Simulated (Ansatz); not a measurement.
Base system: LiCl in the rock salt structure (space group Fm-3m, No. 225; a = 5.064 Å).

Computed with plane-wave PAW DFT at the PBEsol level (Ansatz, a first-principles code, 420 eV), no spin-orbit coupling.

Base values:

| Property | Result |
|---|---|
| Smallest direct gap | 6.35 eV |
| Valley order | Γ 6.35 eV; L along ⟨111⟩ 6.58 eV; X along ⟨100⟩ 7.78 eV |

Perturbation: a hydrostatic pressure of 5 GPa.

Q: Predict the new smallest direct gap.

A: The smallest direct gap rises by 0.65 eV, from 6.35 eV to 7.00 eV.

Q: How does this affect the valley order?

A: The valley order (the lowest conduction-band minima on the path, energy above the VBM, named in the base's zone) goes from Γ 6.35 eV; L along ⟨111⟩ 6.58 eV; X along ⟨100⟩ 7.78 eV to L along ⟨111⟩ 6.66 eV; Γ 7.07 eV; X along ⟨100⟩ 7.73 eV.

Load acts through the strain it causes; cell and atoms are relaxed under it. Stability against distortions was not tested. Competing high-pressure phases were not computed.
